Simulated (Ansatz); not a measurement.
Rock-salt LaTe, treated with r²SCAN+rVV10 (Ansatz, an electronic-structure program, PAW).

Numerical settings: plane-wave cutoff 560 eV, 16×16×16 k mesh, Fermi–Dirac smearing 0.05 eV, scalar-relativistic PAW data made under PBE.

The volume scan:

| V (Å³/atom) | E − E_lowest (meV/atom) | P (GPa) |
|---|---|---|
| 31.710 | 25.62 | 4.29 |
| 32.385 | 10.96 | 2.70 |
| 33.060 | 2.64 | 1.28 |
| 33.734 | 0.00 | 0.00 |
| 34.409 | 2.45 | -1.14 |
| 35.084 | 9.47 | -2.17 |
| 35.758 | 20.59 | -3.09 |

Question: Estimate the bulk modulus from the pressures at 33.060 and 34.409 Å³/atom, and compare it with a fit to all energies.

Answer: B = −V dP/dV. Between V = 33.060 and 34.409 Å³/atom, dP/dV = (-1.14 − (1.28))/(34.409 − 33.060) = -1.79 GPa per Å³/atom; at the midpoint 33.734 Å³/atom this gives B ≈ 60.5 GPa. The third-order Birch–Murnaghan fit gives V0 = 33.734 Å³/atom, B0 = 60.4 GPa, B′ = 4.5, which lies within 1 % of that estimate.

Spin–orbit coupling is not included; it can open a gap where bands touch, and shift volumes and moduli.

Static lattice: no zero-point or thermal effects.
